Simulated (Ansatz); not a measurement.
System: interstitial H in fcc Rh (neutral cell). Calculation: PBE, PAW (plane waves to 420 eV; Ansatz, a program for electronic structure).

Cell of 32 host sites held at the relaxed PBE lattice; a 2×2×2 k-point mesh shifted by half a step; Fermi-Dirac width 0.10 eV, spin-restricted; finite-size errors left in. Static, classical nuclei. Sites that were not tried may lie lower.

The step: one H atom jumps by itself; the atom moves 1.65 Å along (-0.25, -0.25, -0.25) of the unit cell; the moving atom starts with neighbours 3 Rh at 1.95, 3 Rh at 1.96 Å and ends with 4 Rh at 1.75 Å. On the band's own sampling the forward barrier is 0.39 eV. Harmonic modes of the moving H atom alone, all others held, come from finite differences of 0.015 Å. The saddle point's order was not checked, and it lies on a symmetry element of the cell, where a band can be held.

Task: Which three frequencies does the atom have at the start and at the saddle point?

Result: start 18.6, 18.6, 18.6 THz; saddle point 19.7i, 45.8 and 46.0 THz.

Task: What attempt frequency and zero-point change of the barrier follow from these modes alone, and what classical rate at 700 K?

Result: ν = (18.6 × 18.6 × 18.6) / (45.8 × 46.0) ≈ 3.1 THz. The zero-point energy changes the barrier by h/2 × (91.8 − 55.8) THz = 0.074 eV. The classical rate is ν exp(−0.39/0.0603) ≈ 5e9 s⁻¹. One atom's modes give a rough prefactor, not that of the whole cell.
